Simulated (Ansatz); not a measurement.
The structure below was relaxed with plane-wave PAW DFT at the PBEsol-D3(BJ) level (Ansatz, a quantum-chemistry and plane-wave program, 420 eV), scalar-relativistic without spin-orbit coupling.

```
RuSe2
1.0
    3.35055     0.00000     0.00000
   -1.67527     2.90166     0.00000
    0.00000     0.00000    11.38685
Ru Se
2 4
Direct
  0.33333   0.66667   0.25000
  0.66667   0.33333   0.75000
  0.33333   0.66667   0.61593
  0.66667   0.33333   0.11593
  0.66667   0.33333   0.38407
  0.33333   0.66667   0.88407
```

Question: Find the space group and the Wyckoff positions.

Answer: Space group P6₃/mmc (No. 194); a = 3.3505 Å, b = 3.3505 Å, c = 11.3868 Å, α = 90.00°, β = 90.00°, γ = 120.00°

```json
[
 {"atom": "Ru", "site": "2c", "symmetry": "-6m2", "x": "0.3333", "y": "0.6667", "z": "0.2500"},
 {"atom": "Se", "site": "4f", "symmetry": "3m.", "x": "0.6667", "y": "0.3333", "z": "0.1159"}
]
```

Question: Describe the coordination.

Answer: The crystal has 6 atoms in its conventional cell. Cell: a = b = 3.351 Å, c = 11.387 Å, α = β = 90.00°, γ = 120.00°. Ru has 6 Se at 2.464 Å (trigonal prismatic). Se is coordinated by 3 Ru at 2.464 Å (trigonal pyramidal). (Neighbours: up to the widest gap in distance over summed covalent radii, below 1.35, at either atom; cation-cation and far metal-metal contacts left out.)

Stability against distortions was not tested. All final runs are without spin polarisation. The cell was made from MoSe2 by this change: Mo → Ru; the result is a hypothetical phase, not in the database extracts checked. RuSe2 has a high density of states at the Fermi level and may be magnetic at this level.
